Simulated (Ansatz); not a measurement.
# Pressure series in CoPtO2

Take CoPtO2 (space group R-3m, No. 166; non-magnetic) as the base.

```
CoPtO2
1.0
    1.42684     0.82379     5.96805
   -1.42684     0.82379     5.96805
    0.00000    -1.64757     5.96805
Pt Co O
1 1 2
Cartesian
  0.00000   0.00000   0.00000
  0.00000   0.00000   8.95207
  0.00000   0.00000   2.01155
  0.00000   0.00000  15.89260
```

Cell and atoms are relaxed at each pressure.

All numbers come from plane-wave PAW DFT at the PBE level (Ansatz, a quantum-chemistry and plane-wave program, 420 eV), no spin-orbit coupling.

Candidates:
(a) pressure 0.7 GPa
(b) pressure 1.5 GPa
(c) pressure 5 GPa

Before the change:

```
Property   Value
---------  -----
c/a ratio  6.274
```

**Question.** Order them by c/a ratio, lowest first.

**Answer.** (a) pressure 0.7 GPa (6.279), (b) pressure 1.5 GPa (6.284), (c) pressure 5 GPa (6.305)

Load acts through the strain it causes; cell and atoms are relaxed under it. No phonon test of stability was made. No other phases were tried under pressure. Starting moments died away, wholly or in part, for the base; another magnetic solution may exist. No Hubbard U is applied and the magnetic state is the run's own (CoPtO2 not spin-polarised; CoPtO2 non-magnetic); small cells can't hold the antiferromagnetic order that many such compounds have, so gaps and moments can be off. All final runs are without spin polarisation. An odd electron count without spin: CoPtO2.
